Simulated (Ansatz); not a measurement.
# TaO2 (model structure, started from the CdCl2 type, R-3m, No. 166, 3 atoms in the cell): properties by level of theory

| level (code) | equilibrium lattice constant a (Å) | lattice parameter c (Å) | cohesive energy (eV/atom) |
|---|---|---|---|
| LDA (Ansatz) | 3.008 | 13.561 | 8.36 |
| PBE (Ansatz) | 3.045 | 16.681 | 7.09 |
| PBEsol (Ansatz) | 3.012 | 15.128 | 7.62 |
| r²SCAN (Ansatz) | 3.043 | 14.273 | 7.02 |
| r²SCAN+rVV10 (Ansatz) | 3.044 | 13.575 | 7.19 |

Ansatz's density-functional and Hartree–Fock values are scalar-relativistic unless marked +SOC, with PAW data made under PBE.

Free atoms are spin-polarised, in the lowest state found; at levels without +SOC their spin–orbit coupling is left out.

A model structure was made by putting elements into a prototype or built by hand; it is no filed structure, need not be a known phase, and can be a saddle point held by its symmetry.

Ansatz is an electronic-structure program.
